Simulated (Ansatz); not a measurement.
The cell is built on a prototype and need not be the phase stable at ambient conditions.

By PBEsol, the system below comes out a metal.

A figure of merit of an interconnect metal is its ballistic conductance per area.

Given:

```yaml
crystal:
  lattice:
    - [2.58041, 0.00000, 0.00000]
    - [0.00000, 2.58041, 0.00000]
    - [0.00000, 0.00000, 2.58041]
  atoms:
    - { symbol: Pd, position: [0.00000, 0.00000, 0.00000] }
```

Space group of this cell: Pm-3m, simple cubic. The cell was relaxed by PBE-D3(BJ); by PBEsol its mean pressure is -2.4 GPa.

The current flows along the normal of the first two printed cell vectors. No spin-orbit coupling; the value is a mean over 0.1 eV about the Fermi level.

Question: State the ballistic conductance per area according to PBEsol (Ansatz, an electronic-structure program).

Answer: 1.6 × 10¹⁵ S/m² for both spins.
